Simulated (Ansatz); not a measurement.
# What pressure 0.9 GPa does to Sn

Base system: Sn in the diamond structure (space group Fd-3m, No. 227; a = 6.4734 Å).

It is then changed as follows: a hydrostatic pressure of 0.9 GPa.

Computed with LDA (Ansatz, a quantum-chemistry and plane-wave program; PAW; 420 eV plane waves; no spin-orbit coupling). k-mesh 13×13×13 (Γ-centred); smearing 0.05 eV (Fermi–Dirac).

The volume per atom drops by 0.64 Å³, from 33.91 Å³ to 33.27 Å³ and the density grows by 0.11 g/cm³ (5.81 g/cm³ → 5.92 g/cm³). The lattice parameter a shrinks by 0.0408 Å, from 6.473 Å to 6.433 Å and the shortest interatomic distance decreases by 0.018 Å, from 2.803 Å to 2.785 Å. The enthalpy H = E + PV relative to the base's energy amounts to +0.19 eV/atom and the band gap is still zero.

Final structure:

```yaml
crystal:
  lattice:
    - [0.00000, 3.21627, 3.21627]
    - [3.21627, 0.00000, 3.21627]
    - [3.21627, 3.21627, 0.00000]
  atoms:
    - { symbol: Sn, position: [0.00000, 0.00000, 0.00000] }
    - { symbol: Sn, position: [0.25000, 0.25000, 0.25000] }
```

Load acts through the strain it causes; cell and atoms are relaxed under it. Whether these cells are dynamically stable was not tested.
